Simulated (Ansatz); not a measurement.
The starting structures come from a database of crystals and need not be the phases stable at ambient conditions.

 Where the default PAW files enter, the runs use the earlier of Ansatz's two default sets.

By PBEsol, the system below comes out a metal.

A figure of merit of an interconnect metal is its ballistic conductance per area.

Here is the system:

```yaml
crystal:
  lattice:
    - [4.75195, 0.00000, 0.00000]
    - [-1.52096, 4.50197, 0.00000]
    - [0.68812, 0.95881, 8.41094]
  atoms:
    - { symbol: Ge, position: [0.77289, 0.77289, 0.70725] }
    - { symbol: Ge, position: [0.22711, 0.22711, 0.29275] }
    - { symbol: Pd, position: [0.18735, 0.81265, 0.50000] }
    - { symbol: Pd, position: [0.81265, 0.18735, 0.50000] }
    - { symbol: Pd, position: [0.79234, 0.27502, 0.82654] }
    - { symbol: Pd, position: [0.20766, 0.72498, 0.17346] }
    - { symbol: Pd, position: [0.72498, 0.20766, 0.17346] }
    - { symbol: Pd, position: [0.27502, 0.79234, 0.82654] }
    - { symbol: Pd, position: [0.34447, 0.34447, 0.64705] }
    - { symbol: Pd, position: [0.65553, 0.65553, 0.35295] }
    - { symbol: Pd, position: [0.25528, 0.25528, 0.99400] }
    - { symbol: Pd, position: [0.74472, 0.74472, 0.00600] }
```

Space group of this cell: C2/m. The cell is taken as given; by PBEsol its mean pressure is -4.7 GPa.

The current flows along the normal of the first two printed cell vectors. No spin-orbit coupling; the value is a mean over 0.1 eV about the Fermi level.

Q: State the ballistic conductance per area according to PBEsol in Ansatz (a quantum-chemistry and plane-wave program).

A: 0.48 × 10¹⁵ S/m² for both spins.
